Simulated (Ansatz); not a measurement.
Take BeS in the zinc blende structure (space group F-43m, No. 216; a = 4.838 Å) as the base. Axes: x, y, z lie along the cube axes.

Calculations: PBEsol (Ansatz, an electronic-structure program; PAW; 420 eV plane waves; scalar-relativistic without spin-orbit coupling).

Perturbation: tensor shear ε_xz = +0.57 % (engineering shear γ = 0.0114); the atoms relax in the strained cell.

Problem. Predict the stress tensor and what it implies for the stiffness.

Solution. Stress of the strained cell less that of the base (GPa, compression positive):
```
   0.01    0.00   -0.95
   0.00    0.00    0.00
  -0.95    0.00    0.01
```

Then −Δσ/γ with γ = 2ε = 0.0114 gives relaxed-ion elastic constants: C55 ≈ 83 GPa.

Whether these cells are dynamically stable was not tested.
